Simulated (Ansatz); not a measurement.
This Ansatz (an electronic-structure program) input is the reference run, CdGeAs2 in the chalcopyrite structure (space group I-42d, No. 122), computed with PBEsol in Ansatz (plane waves to 420 eV, PAW, no spin-orbit coupling), earlier PAW set:

Ansatz 0.2 input:
```yaml
crystal:
  lattice:
    - [-2.9710942131, 2.9710942131, 5.6568185442]
    - [2.9710942131, -2.9710942131, 5.6568185442]
    - [2.9710942131, 2.9710942131, -5.6568185442]
  atoms:
    - { symbol: Cd, position: [0.75, 0.25, 0.5] }
    - { symbol: Cd, position: [0, 0, 0] }
    - { symbol: Ge, position: [0.25, 0.75, 0.5] }
    - { symbol: Ge, position: [0.5, 0.5, 0] }
    - { symbol: As, position: [0.1502349363, 0.125, 0.5252349363] }
    - { symbol: As, position: [0.5997650637, 0.625, 0.4747650637] }
    - { symbol: As, position: [0.375, 0.8497650637, 0.9747650637] }
    - { symbol: As, position: [0.875, 0.4002349363, 0.0252349363] }
basis: { ecutwfc: 420, ecutrho_ratio: 4, xc_grid: 2, fft_grid_basis: typed }
kpoints: { mp_grid: { grid: [8, 8, 8] } }
hamiltonian:
  xc: pbesol
  dispersion: none
  pseudopotentials: { azcp: { folder: ./paw }, kind: paw }
scf: { occupations: { method: fermi_dirac, width: 0.05 }, convergence: { dr2_threshold: 0.0000000008 } }
output: { forces: true, stress: true }
```

**Question.** Write the input for this change: the cell is stretched by 1.14 % along x with no lateral relaxation, atoms relaxed at fixed cell.

**Answer.** 
Ansatz 0.2 input:
```yaml
crystal:
  lattice:
    - [-3.0049646871, 2.9710942131, 5.6568185442]
    - [3.0049646871, -2.9710942131, 5.6568185442]
    - [3.0049646871, 2.9710942131, -5.6568185442]
  atoms:
    - { symbol: Cd, position: [0.75, 0.25, 0.5] }
    - { symbol: Cd, position: [0, 0, 0] }
    - { symbol: Ge, position: [0.25, 0.75, 0.5] }
    - { symbol: Ge, position: [0.5, 0.5, 0] }
    - { symbol: As, position: [0.1502349363, 0.125, 0.5252349363] }
    - { symbol: As, position: [0.5997650637, 0.625, 0.4747650637] }
    - { symbol: As, position: [0.375, 0.8497650637, 0.9747650637] }
    - { symbol: As, position: [0.875, 0.4002349363, 0.0252349363] }
basis: { ecutwfc: 420, ecutrho_ratio: 4, xc_grid: 2, fft_grid_basis: typed }
kpoints: { mp_grid: { grid: [8, 8, 8] } }
hamiltonian:
  xc: pbesol
  dispersion: none
  pseudopotentials: { azcp: { folder: ./paw }, kind: paw }
scf: { occupations: { method: fermi_dirac, width: 0.05 }, convergence: { dr2_threshold: 0.0000000008 } }
relax: { f_tol: 0.005, max_steps: 50 }
output: { forces: true, stress: true }
checkpoint: { write: state.ck, write_every: 1000 }
```
This is the input that was run.

The cells carry an imposed strain or load. Stability against distortions was not tested.
